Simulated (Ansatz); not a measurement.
Results of PBEsol (Ansatz, a program for electronic structure, plane waves, PAW) for BN (model structure, started from the SiC type, P3m1, No. 156, 20 atoms in the cell).

Run with plane-wave cutoff 520 eV, 18×18×2 k mesh (along the axes of the cell as run), Fermi–Dirac smearing 0.01 eV, scalar-relativistic PAW data made under PBE.

Cell (relaxed at this level):

```
CELL_PARAMETERS angstrom
      2.54608     0.00000     0.00000
     -1.27304     2.20497     0.00000
      0.00000     0.00000    20.89585
ATOMIC_POSITIONS crystal
  B  0.00000 0.00000 0.19983
  B  0.00000 0.00000 0.40004
  B  0.33333 0.66667 0.29968
  B  0.00000 0.00000 0.60022
  B  0.33333 0.66667 0.99985
  B  0.33333 0.66667 0.70002
  B  0.66667 0.33333 0.90000
  B  0.00000 0.00000 0.80040
  B  0.66667 0.33333 0.10022
  B  0.66667 0.33333 0.49985
  N  0.33333 0.66667 0.77537
  N  0.33333 0.66667 0.07519
  N  0.00000 0.00000 0.67491
  N  0.00000 0.00000 0.27457
  N  0.66667 0.33333 0.17493
  N  0.66667 0.33333 0.57520
  N  0.00000 0.00000 0.47474
  N  0.66667 0.33333 0.97475
  N  0.33333 0.66667 0.37502
  N  0.00000 0.00000 0.87511
```

**Question.** Estimate the band gap, smallest direct gap on the k points sampled and direct gap at Γ that the calculation returns.

**Answer.** 
band gap: 5.07 eV (indirect)
smallest direct gap on the k points sampled: 7.10 eV
direct gap at Γ: 8.61 eV

Note: the relaxation could raise the start's symmetry but not lower it, so the cell can be a saddle point.

Computed values are for the static lattice.

Computing time: about 2.2 core-minutes (a rough figure).

A model structure was made by putting elements into a prototype or built by hand; it is no filed structure, need not be a known phase, and can be a saddle point held by its symmetry.
